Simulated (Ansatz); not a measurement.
Base system: HfSi2 (space group Cmcm, No. 63).

```yaml
crystal:
  lattice:
    - [1.84139, -7.29901, 0.00000]
    - [1.84139, 7.29901, 0.00000]
    - [0.00000, 0.00000, 3.65821]
  atoms:
    - { symbol: Si, position: [0.94568, 0.05432, 0.75000] }
    - { symbol: Si, position: [0.05432, 0.94568, 0.25000] }
    - { symbol: Si, position: [0.24976, 0.75024, 0.75000] }
    - { symbol: Si, position: [0.75024, 0.24976, 0.25000] }
    - { symbol: Hf, position: [0.60551, 0.39449, 0.75000] }
    - { symbol: Hf, position: [0.39449, 0.60551, 0.25000] }
```

Levels (all Ansatz, an electronic-structure program, PAW): PBE (420 eV, scalar-relativistic without spin-orbit coupling); PBE+SOC (420 eV, spin-orbit coupling included).

The geometry is relaxed with PBE.

PBE pressure: 0.0 GPa

With PBE+SOC at the same geometry, the pressure goes from zero to -0.2 GPa.

Single points use the geometry relaxed with PBE. Differences between runs with and without spin-orbit coupling are approximate. Stability against distortions was not tested. The runs without spin-orbit coupling are not spin-polarised.
